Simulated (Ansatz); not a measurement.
Terminations of the (111) surface of fcc Pt, measured from the surface 'clean 1x1'. Atoms come from or go to: Cl: ½ Cl2(g), Ga: alpha gallium, In: tetragonal indium, Ir: fcc Ir, Pd: fcc Pd, Pt: fcc Pt, Ru: hcp Ru, Se: trigonal Se, Zn: hcp Zn. ΔE is the energy of forming the row's surface from that one (negative: more stable at these reservoirs); the vacuum level's shift is aligned on the shared bottom. No zero-point or thermal terms. These are constructed structures in small cells; real faces may alloy, dewet or reconstruct in larger ones, and not all known structures of the face are among them. Slabs of about 11 Å with all that they carry, Fermi-Dirac smearing of 0.1 eV. Bottom of the slabs: a bare face, its two planes held. Relaxed from the named starts with such symmetry as they have, on meshes of like density; energies extrapolated to zero smearing; no spin-orbit coupling, no U. Spin-polarised runs, if any, are marked in brackets, and their order is one that fits the cell; the others ran without spin. A dash marks a value that is undefined for that row (no clear gap, or no work function of a gapped slab) or was not read reliably on its mesh.

Calculation: PBE (plane waves to 420 eV, PAW; Ansatz, an electronic-structure program).

```csv
surface,atoms added per 1x1,ΔE per 1x1 (eV),shift of the vacuum level (eV),work function (eV)
"(√3x√3)R30° layer of Cl, one a cell, on the site that continues the host's stacking",+0.333 Cl,(withheld),-0.36,5.33
a layer of Zn in place of the second plane,"-1 Pt, +1 Zn",-1.25,-0.53,5.15
a pseudomorphic layer of Pd in the other hollow,+1 Pd,-0.02,-0.52,5.16
a pseudomorphic layer of Zn in the host's stacking,+1 Zn,(withheld),-1.21,4.46
"p(2x2) layer of Se, one a cell, on the site that continues the host's stacking",+0.25 Se,-0.48,-1.01,4.67
"(√3x√3)R30° layer of In, one a cell, on the site that continues the host's stacking",+0.333 In,(withheld),-1.39,4.29
a pseudomorphic layer of Ga in the other hollow,+1 Ga,(withheld),-1.11,4.57
clean 1x1,none,0.00,0.00,5.69
a layer of In in place of the third plane,"+1 In, -1 Pt",0.12,0.17,5.87
a pseudomorphic layer of Ru in the host's stacking,+1 Ru,(withheld),-0.47,5.21
a pseudomorphic layer of Ir in the host's stacking,+1 Ir,0.59,-0.07,5.61
a layer of Pd in place of the second plane,"+1 Pd, -1 Pt",-0.12,0.01,5.70
```

Question: What belongs in the gaps?

Answer: 
- (√3x√3)R30° layer of Cl, one a cell, on the site that continues the host's stacking, ΔE per 1x1 (eV): -0.37
- a pseudomorphic layer of Zn in the host's stacking, ΔE per 1x1 (eV): -0.70
- (√3x√3)R30° layer of In, one a cell, on the site that continues the host's stacking, ΔE per 1x1 (eV): -0.41
- a pseudomorphic layer of Ga in the other hollow, ΔE per 1x1 (eV): -0.81
- a pseudomorphic layer of Ru in the host's stacking, ΔE per 1x1 (eV): 0.73
